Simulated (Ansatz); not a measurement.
Base system: Mg2Si (space group Fm-3m, No. 225; a = 6.3260 Å). Axes: x, y, z lie along the cube axes.

All numbers come from Ansatz (a program for electronic structure), PBEsol, PAW, cutoff 420 eV, without spin-orbit coupling.

Base values:

- Smallest direct gap: 1.87 eV

Modification: a free-standing slab of 3 layers (9 atoms, 3 a layer) is cut normal to [111], with 15 Å of vacuum and the in-plane cell held at bulk.

Question: Predict the new smallest direct gap and excess energy per area of both faces.

Answer: The smallest direct gap drops by 0.57 eV to 1.30 eV; the excess energy per area of both faces (slab less bulk energy over the cell's area: twice a surface energy) comes out as 1.3 J/m² (uncertain by up to 0.08 J/m²).

The excess energy carries the mismatch between the slab's and the bulk's meshes. Stability against distortions was not tested.
